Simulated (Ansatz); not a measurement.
**SnO: pressure series**

Take SnO in the litharge type structure (space group P4/nmm, No. 129; a = 3.793 Å, c = 4.764 Å; layered, stacked along the Cartesian z axis) as the base.

Cell and atoms are relaxed at each pressure.

Calculations: r2SCAN+rVV10 (Ansatz, an electronic-structure program), scalar-relativistic without spin-orbit coupling, earlier PAW set.

```
P (GPa)  V (Å³/atom)
-------  -----------
0.90          16.706
2.12          16.276
4.51          15.586
9.01          14.745
15.01         13.964
22.50         13.271
30.01         12.746
```

Fit a third-order Birch–Murnaghan equation of state.

Least squares on P(V) = (3B₀/2)[(V₀/V)^(7/3) − (V₀/V)^(5/3)]·[1 + (3/4)(B₀′ − 4)((V₀/V)^(2/3) − 1)] gives V₀ = 17.11 Å³/atom, B₀ = 34 GPa and B₀′ = 8.0.

The mesh was chosen for an insulator and is coarse for the gapless case. Load acts through the strain it causes; cell and atoms are relaxed under it. Whether these cells are dynamically stable was not tested. No other phases were tried under pressure. The final runs are not spin-polarised.
